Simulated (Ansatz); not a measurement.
The parent structure is MgH₂ (space group Pbcn, No. 60; a = 4.474 Å, b = 5.395 Å, c = 4.895 Å; a cell from a computed database, its experimental status unchecked).

Method: PBEsol/PAW in Ansatz (a quantum-chemistry and plane-wave program), no SOC.

Base values:

The hole mass is 0.84 mₑ along a, 0.97 mₑ along b, 1.9 mₑ along c (at Γ) and the valence-band top at Γ is 0.00, -0.25, -0.91 eV. The shortest interatomic distance comes out as 1.904 Å. The density is 1.48 g/cm³.

One thing is altered: cell and atoms relaxed at a pressure of 0.3 GPa.

### Question
Estimate the effect on the hole mass, valence-band top at Γ, shortest interatomic distance and density.

### Answer
The hole mass goes from 0.84 mₑ along a, 0.97 mₑ along b, 1.9 mₑ along c (at Γ) to 0.75 mₑ along a, 1.1 mₑ along b, 1.6 mₑ along c (at Γ); the valence-band top at Γ (three highest levels, from the VBM) becomes 0.00, -0.26, -0.91 eV (base: 0.00, -0.25, -0.91 eV); the shortest interatomic distance falls by 0.0038 Å, from 1.904 Å to 1.901 Å; the density is nearly the same (1.48 g/cm³ against 1.49 g/cm³).

The levels and masses belong to the bands next to the band gap. Load acts through the strain it causes; cell and atoms are relaxed under it. Masses are band curvatures over ±0.01 Å⁻¹ around the edge. Stability against distortions was not tested.
